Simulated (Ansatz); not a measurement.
## Co on a Mo site (middle of the slab) in a 3x3 cell of the 1x1 (110) surface of bcc Mo

All values below come from PBE (plane waves to 420 eV, PAW; Ansatz, a program for electronic structure).

Slab: 36 atoms, 6.5 Å thick at the start (thin: gaps and levels are the slab's own); k 4x4x1, smearing 0.1 eV, dipole-corrected; 9 atoms held, the rest relaxed; symmetry of the start imposed; spin-polarised, no spin-orbit, no U.

```
Item                                                                                       Result
----------------------------------------------------------------------------------  -------------
formation energy against hcp Co, ferromagnetic, bcc Mo                              20.4 kcal/mol
work function of the top face                                                             4.57 eV
change of the work function                                                             -0.020 eV
change of the step from the bottom to the top vacuum level, against the clean slab      -0.064 eV
energy released by relaxation                                                            0.051 eV
magnetic moment of the cell                                                               2.32 μB
largest move of a host atom                                                                0.05 Å
```
